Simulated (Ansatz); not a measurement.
BN under load (space group P6_3mc): band-edge transport data

Here is the system:

```yaml
crystal:
  lattice:
    - [2.61118, 0.00000, 0.00000]
    - [-1.30559, 2.26135, 0.00000]
    - [0.00000, 0.00000, 4.31805]
  atoms:
    - { symbol: B, position: [0.33333, 0.66667, 0.99992] }
    - { symbol: B, position: [0.66667, 0.33333, 0.49992] }
    - { symbol: N, position: [0.33333, 0.66667, 0.37508] }
    - { symbol: N, position: [0.66667, 0.33333, 0.87508] }
```

Method: r2SCAN, rigid bands (plane waves, PAW, scalar-relativistic; Ansatz, a quantum-chemistry and plane-wave program). Condition of this run: hydrostatic pressure of -27 GPa (compression positive) (the target of the relaxation). How the cell was made: cell and atoms relaxed with PBEsol, then loaded as said.

The band gap is 5.87 eV. The electron conductivity mass (300 K, dilute) comes out as 0.53 (x), 0.53 (y), 0.31 (z) mₑ, the hole conductivity mass (300 K, dilute) is 0.83 (x), 0.83 (y), 1.31 (z) mₑ and the effective density of states N_c (300 K) is 1.4e19 cm⁻³. The effective density of states N_v (300 K) is 4.9e19 cm⁻³ and the density-of-states mass, electrons is 0.67 mₑ. The density-of-states mass, holes is 1.56 mₑ and the Seebeck coefficient, n-type 1e19 cm⁻³, 300 K is -253 μV/K. The best n-type power factor at 300 K for τ = 10 fs (best axis; densities from 1e16 to 1e21 cm⁻³ tried, whether or not they can be reached) is 7.6 μW/(cm·K²) at 3e19 cm⁻³, the Seebeck coefficient, p-type 1e19 cm⁻³, 300 K comes out as 350 μV/K and the best p-type power factor at 300 K for τ = 10 fs (best axis; densities from 1e16 to 1e21 cm⁻³ tried, whether or not they can be reached) is 9.3 μW/(cm·K²) at 1e20 cm⁻³.

Rigid bands; masses and Seebeck coefficients take one relaxation time τ for all states and one kind of carrier; polarons and phonon drag are left out. Spin-orbit coupling is left out. Geometry: cell and atoms relaxed with PBEsol.
